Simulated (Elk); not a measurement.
Band structure of YAl3 (Pm-3m, 4 atoms in the cell).

```yaml
crystal:
  lattice:
    - [4.20441, 0.00000, 0.00000]
    - [0.00000, 4.20441, 0.00000]
    - [0.00000, 0.00000, 4.20441]
  atoms:
    - { symbol: Y, position: [0.00000, 0.00000, 0.00000] }
    - { symbol: Al, position: [0.00000, 0.50000, 0.50000] }
    - { symbol: Al, position: [0.50000, 0.00000, 0.50000] }
    - { symbol: Al, position: [0.50000, 0.50000, 0.00000] }
```

Method: LDA (PW92), all-electron FP-LAPW, Elk's shipped species files, APW+lo basis with extra local orbitals run with Elk.

Settings: xctype = 3; rgkmax = 8; stype = 3; swidth = 0.00367493 Ha; ngridk = 6 6 6; gmaxvr = 18 1/bohr; lmaxapw = 10; lmaxo = 8; nxlo = 2; lorbcnd = true; lradstp = 2; nrmtscf = 2; lmaxi = 4.

The starting cell comes from a database of computed structures (which also holds hypothetical and non-ambient phases and stackings), without a prior relaxation at this level. Its lattice was rescaled by a random factor within 2.5 % of one. Values depend on the basis (sphere radii, cutoffs, local orbitals), which need not be converged.

Levels in eV from the Fermi level, bands 16 to 23:
```csv
point,16,17,18,19,20,21,22,23
Γ,-3.00,-1.49,-1.49,-1.49,1.64,1.64,1.64,1.69
X,-1.88,-1.88,-1.73,0.05,1.27,1.27,1.64,2.15
M,-5.13,-4.09,-0.73,-0.73,1.05,1.38,2.80,3.07
R,-5.03,-4.20,-2.23,-2.23,-2.23,1.70,3.71,3.71
```

Bands cross the Fermi level along this path, so the cell is metallic at this level.
